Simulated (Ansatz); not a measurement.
This Ansatz (a program for electronic structure) input is the reference run, BN in the h-BN type structure (space group P6_3/mmc, No. 194; layered, stacked along the Cartesian z axis), computed with Ansatz, r2SCAN+rVV10, PAW, cutoff 500 eV, scalar-relativistic without spin-orbit coupling:

Ansatz 0.2 input:
```yaml
crystal:
  lattice:
    - [2.5005888654, 0, 0]
    - [-1.2502944327, 2.1655734819, 0]
    - [0, 0, 6.5258429976]
  atoms:
    - { symbol: B, position: [0.3333333333, 0.6666666667, 0.25] }
    - { symbol: B, position: [0.6666666667, 0.3333333333, 0.75] }
    - { symbol: N, position: [0.3333333333, 0.6666666667, 0.75] }
    - { symbol: N, position: [0.6666666667, 0.3333333333, 0.25] }
basis: { ecutwfc: 500, ecutrho_ratio: 4, xc_grid: 4, fft_grid_basis: typed }
kpoints: { mp_grid: { grid: [15, 15, 5] } }
hamiltonian:
  xc: r2scan
  dispersion: rvv10
  pseudopotentials: { kind: paw }
scf: { occupations: { method: fermi_dirac, width: 0.05 }, convergence: { dr2_threshold: 0.0000000004 } }
output: { forces: true, stress: true }
```

Problem. Write the input for this change: uniaxial strain ε_yy = −3.68 %, all other strain components held at zero, atoms relaxed at fixed cell.

Solution. 
Ansatz 0.2 input:
```yaml
crystal:
  lattice:
    - [2.5005888654, 0, 0]
    - [-1.2502944327, 2.0858803777, 0]
    - [0, 0, 6.5258429976]
  atoms:
    - { symbol: B, position: [0.3333333333, 0.6666666667, 0.25] }
    - { symbol: B, position: [0.6666666667, 0.3333333333, 0.75] }
    - { symbol: N, position: [0.3333333333, 0.6666666667, 0.75] }
    - { symbol: N, position: [0.6666666667, 0.3333333333, 0.25] }
basis: { ecutwfc: 500, ecutrho_ratio: 4, xc_grid: 4, fft_grid_basis: typed }
kpoints: { mp_grid: { grid: [15, 15, 5] } }
hamiltonian:
  xc: r2scan
  dispersion: rvv10
  pseudopotentials: { kind: paw }
scf: { occupations: { method: fermi_dirac, width: 0.05 }, convergence: { dr2_threshold: 0.0000000004 } }
relax: { f_tol: 0.005, max_steps: 50 }
output: { forces: true, stress: true }
checkpoint: { write: state.ck, write_every: 1000 }
```
This is the input that was run.

Whether these cells are dynamically stable was not tested.
